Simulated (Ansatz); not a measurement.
# Response to strain in YN

The reference is YN in the rock salt structure (space group Fm-3m, No. 225; a = 4.8562 Å). Axes: x, y, z lie along the cube axes.

Strains are applied to the cell and any free atomic positions relax; under biaxial strain the out-of-plane vector relaxes too.

Computed with Kohn–Sham DFT with the PBEsol functional, run in Ansatz (a first-principles code) with PAW and 420 eV plane waves, spin-orbit coupling left out.

Task: Only one of these keeps a band gap. Which?
A) strain tensor (xx, yy, zz, yz, xz, xy) = (−0.04, −2.10, +0.78, −0.49, +0.18, +0.45) %
B) biaxial strain −3.06 %, plane normal [001], relaxed out of plane
C) biaxial strain +0.41 %, plane normal [111], relaxed out of plane

Result: C, biaxial strain +0.41 %, plane normal [111], relaxed out of plane. Computed: biaxial strain +0.41 %, plane normal [111], relaxed out of plane: 0.07 eV; biaxial strain −3.06 %, plane normal [001], relaxed out of plane: zero; strain tensor (xx, yy, zz, yz, xz, xy) = (−0.04, −2.10, +0.78, −0.49, +0.18, +0.45) %: zero

A case with no gap was solved on a k-mesh chosen for an insulator, which is coarse for it. No phonon test of stability was made. The base started in P3_121 and relaxed to Fm-3m at this level. The final runs are not spin-polarised. A zero or small gap of YN can be the functional's error rather than a property of the material.
